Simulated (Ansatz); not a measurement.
LaN (model structure, within 0.1 Å of P4/nmm, No. 129, 8 atoms in the cell): smallest direct gap on the k points sampled by level of theory

No measured value is used here.

Task: Put these levels in order of the smallest direct gap on the k points sampled that they give for LaN (model structure, within 0.1 Å of P4/nmm, No. 129, 8 atoms in the cell), smallest first: HSE06 (Ansatz, an electronic-structure program), HSE06+SOC (Ansatz), PBE0 (Ansatz), r²SCAN (Ansatz), r²SCAN0 (Ansatz).

Result: r²SCAN (0.08 eV), HSE06+SOC (0.54 eV), HSE06 (0.65 eV), PBE0 (1.34 eV), r²SCAN0 (1.54 eV)

Computed values are for a static lattice. Levels without +SOC have no spin–orbit coupling; where heavier elements are present it shifts gaps, mostly down, and can invert bands.  Values are at the PBEsol cell. Cutoffs and k meshes differ between the levels. Ansatz's density-functional and Hartree–Fock values are scalar-relativistic unless marked +SOC, with PAW data made under PBE.

A model structure was made by putting elements into a prototype or built by hand; it is no filed structure, need not be a known phase, and can be a saddle point held by its symmetry.
